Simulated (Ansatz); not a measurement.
Base system: MgS in the rock salt structure (space group Fm-3m, No. 225; a = 5.1551 Å).

One thing is altered: a hydrostatic pressure of 1.5 GPa.

Levels (all Ansatz, a program for electronic structure, PAW): PBE-D3(BJ) (420 eV, without spin-orbit coupling); HSE06 (420 eV, scalar-relativistic without spin-orbit coupling).

The geometry is relaxed with PBE-D3(BJ).

- PBE-D3(BJ) lowest conduction level above the VBM at special points = X 2.89 eV; U 3.97 eV; K 3.97 eV; Γ 4.09 eV

Question: What does HSE06 give at this geometry for the lowest conduction level above the VBM at special points?

Answer: The lowest conduction level above the VBM at special points becomes X 3.91 eV; U 5.02 eV; K 5.02 eV; Γ 5.22 eV (PBE-D3(BJ): X 2.89 eV; U 3.97 eV; K 3.97 eV; Γ 4.09 eV).

Single points use the geometry relaxed with PBE-D3(BJ). HSE06 gaps are upper bounds (no full band path). The levels and masses belong to the bands next to the band gap. Load acts through the strain it causes; cell and atoms are relaxed under it. Stability against distortions was not tested. The base started in Pnma and relaxed to Fm-3m at this level.
